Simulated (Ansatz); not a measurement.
## Hypothetical P6_3/mmc PtSe2, pressure series

The parent structure is PtSe$_{2}$ in the 2H-MoS2 type structure (space group P6_3/mmc, No. 194; a = 3.5707 Å, c = 10.9640 Å; a hypothetical phase, not in the database extracts checked; layered, stacked along the Cartesian z axis).

Cell and atoms are relaxed at each pressure.

Calculations: Ansatz (an electronic-structure program), PBE-D3(BJ), PAW, cutoff 420 eV, scalar-relativistic without spin-orbit coupling, earlier PAW set.

Notes on the quantities. enthalpy: H = E + PV relative to the base's energy.

```csv
change,enthalpy,lattice parameter a,c/a ratio
base,–,3.571 Å,3.071
pressure −2 GPa,-0.26 eV/atom,3.615 Å,3.090
pressure −1 GPa,-0.13 eV/atom,3.592 Å,3.077
pressure 1.8 GPa,+0.22 eV/atom,3.537 Å,3.068
pressure 4.2 GPa,+0.51 eV/atom,3.499 Å,3.071
pressure 9 GPa,+1.07 eV/atom,3.435 Å,3.087
pressure 18 GPa,+2.04 eV/atom,3.343 Å,3.131
pressure 30 GPa,+3.27 eV/atom,3.247 Å,3.202
pressure 45 GPa,+4.70 eV/atom,3.154 Å,3.285
pressure 60 GPa,+6.06 eV/atom,3.076 Å,3.367
```

Load acts through the strain it causes; cell and atoms are relaxed under it. Whether these cells are dynamically stable was not tested. Competing high-pressure phases were not computed. All final runs are without spin polarisation. PtSe2 has a high density of states at the Fermi level and may be magnetic at this level.
